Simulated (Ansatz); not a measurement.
Candidates (primitive cells; geometry: cell and atoms relaxed with PBEsol):
A. MgTe (P6_3mc), a = b = 4.561 Å, c = 7.411 Å, α = β = 90.00°, γ = 120.00°
B. AlP (F-43m), a = 3.868 Å, b = 3.868 Å, c = 3.868 Å, α = 60.00°, β = 60.00°, γ = 60.00°
C. GaAs (F-43m), a = b = c = 4.0016 Å, α = β = γ = 60.00°
D. GaBO₃ (R-3c), a = b = c = 5.4171 Å, α = β = γ = 50.07°
E. Ba₂ZnN₂ (I4/mmm), a = 7.029 Å, b = 7.029 Å, c = 7.029 Å, α = 145.88°, β = 145.88°, γ = 49.03°

Put the candidates in order of hole conductivity mass, highest first, for PBEsol with spin-orbit coupling, rigid bands (Ansatz, a quantum-chemistry and plane-wave program).

D (2.4 mₑ), A (1.14 mₑ), E (0.89 mₑ), B (0.68 mₑ), C (0.41 mₑ)

Masses are for dilute carriers at 300 K, harmonic means over directions unless an axis is named.

Formula and space group known from diffraction (Crystallography Open Database), not checked to be the room-temperature form: Ba2ZnN2 (I4/mmm), GaBO3 (R-3c).
